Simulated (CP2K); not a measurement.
# Input and output of a self-consistent single point for SnO₂ (R-3m, 3 atoms in the cell) (CP2K)

Method of the run: LDA (Pade form), GPW, DZVP-MOLOPT-SR-GTH basis, GTH-PADE potentials (GTH_POTENTIALS) (CP2K 2026.2).

The input file:

```
&GLOBAL
  PROJECT sno2
  RUN_TYPE ENERGY_FORCE
  PRINT_LEVEL MEDIUM
&END GLOBAL
&FORCE_EVAL
  METHOD Quickstep
  STRESS_TENSOR ANALYTICAL
  &DFT
    BASIS_SET_FILE_NAME BASIS_MOLOPT
    POTENTIAL_FILE_NAME GTH_POTENTIALS
    &QS
      METHOD GPW
      EPS_DEFAULT 1E-11
    &END QS
    &MGRID
      CUTOFF 450
      REL_CUTOFF 60
      NGRIDS 5
    &END MGRID
    &SCF
      SCF_GUESS ATOMIC
      EPS_SCF 1E-7
      MAX_SCF 100
      ADDED_MOS 4
      &DIAGONALIZATION
        ALGORITHM STANDARD
      &END DIAGONALIZATION
      &MIXING
        METHOD BROYDEN_MIXING
        ALPHA 0.3
        NBUFFER 8
      &END MIXING
      &SMEAR ON
        METHOD FERMI_DIRAC
        ELECTRONIC_TEMPERATURE [K] 116.05
      &END SMEAR
    &END SCF
    &KPOINTS
      SCHEME MONKHORST-PACK 12 12 12
      GAMMA_CENTERED T
    &END KPOINTS
    &XC
      &XC_FUNCTIONAL PADE
      &END XC_FUNCTIONAL
    &END XC
    &PRINT
      &MO
        EIGENVALUES T
        OCCUPATION_NUMBERS T
        NDIGITS 8
        FILENAME mo
        &EACH
          QS_SCF 0
        &END EACH
        ADD_LAST NUMERIC
      &END MO
      &MULLIKEN ON
      &END MULLIKEN
    &END PRINT
  &END DFT
  &SUBSYS
    &CELL
      ABC 5.15095700 5.15095702 5.15095634
      ALPHA_BETA_GAMMA 36.59374773 36.59374523 36.59375553
      PERIODIC XYZ
    &END CELL
    &COORD
      SCALED
      Sn       0.50000000     0.50000000     0.50000000
      O        0.23716900     0.23716900     0.23716900
      O        0.76283100     0.76283100     0.76283100
    &END COORD
    &KIND Sn
      BASIS_SET DZVP-MOLOPT-SR-GTH
      POTENTIAL GTH-PADE-q4
    &END KIND
    &KIND O
      BASIS_SET DZVP-MOLOPT-SR-GTH
      POTENTIAL GTH-PADE-q6
    &END KIND
  &END SUBSYS
  &PRINT
    &FORCES ON
    &END FORCES
    &STRESS_TENSOR ON
    &END STRESS_TENSOR
  &END PRINT
&END FORCE_EVAL
```

Output (repeated stretches shortened):

```
 GLOBAL| Method name                                                        CP2K
 GLOBAL| Project name                                                       sno2
 GLOBAL| Run type                                                   ENERGY_FORCE

 CELL| Volume [angstrom^3]:                                            43.486704
 CELL| Vector a [angstrom]:       5.151     0.000     0.000   |a| =     5.150957
 CELL| Vector b [angstrom]:       4.136     3.071     0.000   |b| =     5.150957
 CELL| Vector c [angstrom]:       4.136     1.367     2.749   |c| =     5.150956
 CELL| Angle (b,c), alpha [degree]:                                    36.593748
 CELL| Angle (a,c), beta  [degree]:                                    36.593745
 CELL| Angle (a,b), gamma [degree]:                                    36.593756
 CELL| Numerically orthorhombic:                                              NO
 CELL| Periodicity                                                           XYZ

 DFT| Spin restricted Kohn-Sham (RKS) calculation                            RKS
 DFT| Multiplicity                                                             1
 DFT| Number of spin states                                                    1
 DFT| Charge                                                                   0
 DFT| XC density smoothing                                                  NONE
 DFT| XC derivatives                                                          PW

 QS| Method:                                                                 GPW
 QS| Density plane wave grid type                        NON-SPHERICAL FULLSPACE
 QS| Number of grid levels:                                                    5
 QS| Density cutoff [a.u.]:                                                225.0
 QS| Multi grid cutoff [a.u.]: 1) grid level                               225.0
   [... lines left out ...]
 BRILLOUIN| Wavefunction type                                            COMPLEX
 BRILLOUIN| List of Kpoints [2 Pi/Bohr]                                      868
 BRILLOUIN| Number           Weight            X              Y              Z
 BRILLOUIN|     1           0.00116       -0.41667       -0.41667       -0.41667
 BRILLOUIN|     2           0.00116       -0.41667       -0.41667       -0.33333
 BRILLOUIN|     3           0.00116       -0.41667       -0.41667       -0.25000
   [... 865 lines left out ...]
 *******************************************************************************

 Extrapolation method: initial_guess

 Re-scaling the density matrix to get the right number of electrons
                  # Electrons              Trace(P)               Scaling factor
                           16                16.000                        1.000

 Number of electrons:                                                         16
 Number of occupied orbitals:                                                  8
 Number of molecular orbitals:                                                12

 Number of orbital functions:                                                 39
 Number of independent orbital functions:                                     39
 SCF WAVEFUNCTION OPTIMIZATION

  Step     Update method      Time    Convergence         Total energy    Change
     1 NoMix/Diag. 0.30E+00      -     1.25303749       -35.6798501138 -3.57E+01
     2 Broy./Diag. 0.30E+00      -     0.24748569       -33.4524143097  2.23E+00
     3 Broy./Diag. 0.30E+00      -     0.08928859       -35.6004316018 -2.15E+00
     4 Broy./Diag. 0.30E+00      -     0.04506483       -35.6917866682 -9.14E-02
     5 Broy./Diag. 0.30E+00      -     0.00474233       -35.6077281362  8.41E-02
     6 Broy./Diag. 0.30E+00      -     0.00100790       -35.6209512391 -1.32E-02
     7 Broy./Diag. 0.30E+00      -     0.00011877       -35.6218575103 -9.06E-04
     8 Broy./Diag. 0.30E+00      -     0.00006871       -35.6217982050  5.93E-05
     9 Broy./Diag. 0.30E+00      -     0.00001149       -35.6218771542 -7.89E-05
    10 Broy./Diag. 0.30E+00      -     0.00000830       -35.6218463544  3.08E-05
    11 Broy./Diag. 0.30E+00      -     0.00000057       -35.6218310747  1.53E-05
    12 Broy./Diag. 0.30E+00      -     0.00000051       -35.6218325436 -1.47E-06
    13 Broy./Diag. 0.30E+00      -     0.00000002       -35.6218321937  3.50E-07
  *** SCF run converged in    13 steps ***

  Electronic density on regular grids:        -15.9999999998        0.0000000002
  Core density on regular grids:               15.9999999998       -0.0000000002
  Total charge density on r-space grids:       -0.0000000001
  Total charge density g-space grids:          -0.0000000001

  Overlap energy of the core charge distribution:               0.00000002881818
  Self energy of the core charge distribution:                -89.48424338590922
  Core Hamiltonian energy:                                     24.91037037075134
  Hartree energy:                                              36.91442988443494
  Exchange-correlation energy:                                 -7.96238909175994
  Electronic entropic energy:                                  -0.00000000000000
  Fermi energy:                                                 0.09729070298412

  Total energy:                                               -35.62183219366472
  Total energy (extrapolated to T->0):                        -35.62183219366472

                     Mulliken Population Analysis

 #  Atom  Element  Kind  Atomic population                           Net charge
       1     Sn       1          2.708456                              1.291544
       2     O        2          6.645772                             -0.645772
       3     O        2          6.645772                             -0.645772
 # Total charge                             16.000000                 -0.000000

 ENERGY| Total FORCE_EVAL ( QS ) energy [hartree]            -35.621832089941208

 FORCES| Atomic forces [hartree/bohr]
 FORCES|   Atom     x               y               z               |f|
 FORCES|      1  4.34340180E-09  4.41332915E-09  5.25855457E-09   8.12373126E-09
 FORCES|      2 -1.27790066E-02 -4.22548015E-03 -2.61760948E-03   1.37116583E-02
 FORCES|      3  1.27790023E-02  4.22547574E-03  2.61760422E-03   1.37116519E-02
 FORCES| Sum     4.65033567E-12 -2.97262215E-13 -2.09148974E-12
 FORCES| Total atomic force                                       5.10767227E-12

 STRESS| Analytical stress tensor [bar]
 STRESS|                        x                   y                   z
 STRESS|      x       -8.36341920857E+04   4.13190752549E+03   2.55959030696E+03
 STRESS|      y        4.13190752549E+03  -9.47638629741E+04   8.46445366301E+02
 STRESS|      z        2.55959030696E+03   8.46445366301E+02  -9.56051237023E+04
 STRESS| 1/3 Trace                                            -9.13343929207E+04
```

The run converged in 13 iterations.

The starting cell comes from a database of computed structures (which also holds hypothetical and non-ambient phases and stackings), without a prior relaxation at this level. Values carry the incompleteness of an atom-centred basis. With a pressure of about -9 GPa the cell is away from its equilibrium volume at this level.

Cost on one core of a shared machine: roughly 3 min.
